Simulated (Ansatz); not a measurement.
The reference is MoS2 in the 3R-MoS2 type structure (space group R3m, No. 160; layered, stacked along the Cartesian z axis).

```
MoS2
1.0
    1.55780     0.89940     5.78545
   -1.55780     0.89940     5.78545
    0.00000    -1.79879     5.78545
Mo S
1 2
Direct
  0.00004   0.00004   0.00004
  0.75647   0.75647   0.75647
  0.57679   0.57679   0.57679
```

Levels (all Ansatz, a program for electronic structure, PAW): PBEsol-D3(BJ) (420 eV, no SOC); HSE06 (420 eV, no spin-orbit coupling).

The geometry is relaxed with PBEsol-D3(BJ).

```
Item                      Value
----------------------  -------
PBEsol-D3(BJ) band gap  0.50 eV
```

What does HSE06 give at this geometry for the band gap?

The band gap rises by 0.55 eV to 1.05 eV.

Single points use the geometry relaxed with PBEsol-D3(BJ). The hybrid gap comes from the SCF mesh plus the semilocal run's edge points and a few special points and is an upper bound. Stability against distortions was not tested.
